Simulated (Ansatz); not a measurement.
An Ansatz (an electronic-structure program) input (Kohn–Sham DFT with the r2SCAN functional, run in Ansatz with PAW and 500 eV plane waves, spin-orbit coupling left out, earlier PAW set):

Ansatz 0.2 input:
```yaml
crystal:
  lattice:
    - [3.9115262326, 0, 0]
    - [-1.9557631163, 3.387481085, 0]
    - [0, 0, 12.8518531058]
  atoms:
    - { symbol: Si, position: [0, 0, 0.000369512] }
    - { symbol: Si, position: [0, 0, 0.500369512] }
    - { symbol: Si, position: [0.3333333333, 0.6666666667, 0.2495414158] }
    - { symbol: Si, position: [0.6666666667, 0.3333333333, 0.7495414158] }
    - { symbol: Ge, position: [0, 0, 0.1867646149] }
    - { symbol: Ge, position: [0, 0, 0.6867646149] }
    - { symbol: Ge, position: [0.3333333333, 0.6666666667, 0.4376944574] }
    - { symbol: Ge, position: [0.6666666667, 0.3333333333, 0.9376944574] }
basis: { ecutwfc: 500, ecutrho_ratio: 4, xc_grid: 4, fft_grid_basis: typed }
kpoints: { mp_grid: { grid: [10, 10, 3] } }
hamiltonian:
  xc: r2scan
  dispersion: none
  pseudopotentials: { azcp: { folder: ./paw }, kind: paw }
scf: { occupations: { method: fermi_dirac, width: 0.05 }, convergence: { dr2_threshold: 0.0000000008 } }
output: { forces: true, stress: true }
checkpoint: { write: state.ck, write_every: 1000 }
```

Task: Which symmetry and how many k-points will the program report, and about how many plane waves at Γ?

Result: Space group P63mc (ITA 186) with 12 operations, k-points 28 of 300, and 4349 plane waves at Γ.

Stability against distortions was not tested. The cell was made from SiC by this change: C → Ge; the result is a model cell, its experimental status unchecked.
